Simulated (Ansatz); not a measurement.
Effect of pressure 15 GPa on La2O3

The reference is La$_{2}$O$_{3}$ (space group P-3m1, No. 164; a = 3.9065 Å, c = 6.0394 Å).

Now apply this change: a hydrostatic pressure of 15 GPa.

Computed with PBEsol, PAW, 420 eV (Ansatz, a program for electronic structure; no spin-orbit coupling), earlier PAW set. Settings: 10×10×6 k-points, 0.05 eV Fermi–Dirac smearing.

```json
[
 {"quantity": "density", "base": "6.78 g/cm³", "changed": "7.54 g/cm³", "shift": "+0.76 g/cm³"},
 {"quantity": "lattice parameter a", "base": "3.906 Å", "changed": "3.849 Å", "shift": "-0.057 Å"},
 {"quantity": "c/a ratio", "base": "1.546", "changed": "1.453", "shift": "-0.093"},
 {"quantity": "band gap", "base": "3.77 eV", "changed": "3.69 eV", "shift": "-0.08 eV"},
 {"quantity": "gap character", "base": "indirect, L → K", "changed": "indirect, L → K", "shift": "–"},
 {"quantity": "smallest direct gap", "base": "3.86 eV", "changed": "3.82 eV", "shift": "-0.04 eV"},
 {"quantity": "width of the top valence band", "base": "0.41 eV", "changed": "0.54 eV", "shift": "+0.135 eV"},
 {"quantity": "electron mass", "base": "1.3 mₑ (at K)", "changed": "1.1 mₑ (at K)", "shift": "–"}
]
```

Final structure:

```
La2O3
1.0
    3.84898     0.00000     0.00000
   -1.92449     3.33332     0.00000
    0.00000     0.00000     5.59257
La O
2 3
Direct
  0.33333   0.66667   0.23575
  0.66667   0.33333   0.76425
  0.00000   0.00000   0.00000
  0.33333   0.66667   0.65371
  0.66667   0.33333   0.34629
```

Load acts through the strain it causes; cell and atoms are relaxed under it. Masses are band curvatures over ±0.01 Å⁻¹ around the edge. Stability against distortions was not tested. Competing high-pressure phases were not computed.
